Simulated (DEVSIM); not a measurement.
Structure: illuminated Si p-on-n cell, one wavelength, with a back-surface field, at 350 K.

| layer (left to right) | material | thickness (μm) | Nd (cm⁻³) | Na (cm⁻³) | τn (s) | τp (s) | absorption coefficient (cm⁻¹) |
|---|---|---|---|---|---|---|---|
| 1 | Si | 0.0520 | - | 2.7e18 | 5.8e-9 | 3.5e-9 | 610 |
| 2 | Si | 68.0 | 7.1e15 | - | 1.6e-7 | 1.6e-7 | 610 |
| 3 | Si | 0.180 | 1.8e18 | - | 1.6e-7 | 1.6e-7 | 610 |

Left contact: ohmic, minority electron recombination velocity 800 cm/s. Right contact: ohmic, minority hole recombination velocity 200 cm/s. Voltage is applied to the left contact. Recombination: SRH at mid-gap, radiative, Auger. Light enters at the left, 1.5e17 photons cm⁻² s⁻¹, one pass, no reflection. Mobility is μmin + (μ − μmin)/(1 + (N/Nref)^α).

This is a model device: material constants are rounded textbook-type values typed into the input, and sizes, dopings and lifetimes were drawn at random. Values at 300 K; Nc and Nv go as T^1.5, mobilities as T to minus their exponent, the gap by Varshni's rule with the affinity fixed.

| parameter | Si |
|---|---|
| gap (eV) | 1.124 |
| affinity (eV) | 4.05 |
| permittivity | 11.7 |
| Nc (cm⁻³) | 2.86e19 |
| Nv (cm⁻³) | 3.1e19 |
| μn (cm²/Vs) | 1417 |
| μp (cm²/Vs) | 470 |
| μn,min | 52 |
| μp,min | 45 |
| Nref,n | 9.7e16 |
| Nref,p | 2.2e17 |
| αn | 0.68 |
| αp | 0.72 |
| T exponent of μn | 2.3 |
| T exponent of μp | 2.2 |
| B (cm³/s) | 4.7e-15 |
| Cn (cm⁶/s) | 2.8e-31 |
| Cp (cm⁶/s) | 9.9e-32 |
| Varshni α (eV/K) | 0.000473 |
| Varshni β (K) | 636 |

DEVSIM, 1D drift-diffusion, Boltzmann statistics, complete ionisation; no tunnelling, impact ionisation, image-force lowering or self-heating.

The doping Nd of layer 2 was swept, all else fixed.

```tsv
doping Nd of layer 2 (cm^-3)	largest power (mW/cm²)	dark forward voltage at 100 A/cm² (V)	dark forward voltage at 1 A/cm² (V)	open-circuit voltage (V)
2.1e14	2.17	0.847	(withheld)	(withheld)
7.1e14	2.44	0.849	0.519	0.319
2.1e15	2.70	0.853	0.518	0.351
7.1e15	2.99	0.859	0.538	0.388
2.1e16	3.21	0.856	0.566	0.421
7.1e16	3.38	0.833	0.602	0.459
2.1e17	3.39	0.828	0.637	0.492
```

Question: Complete the blanks.

Answer: 
- 2.1e14, dark forward voltage at 1 A/cm² (V): 0.546
- 2.1e14, open-circuit voltage (V): 0.284
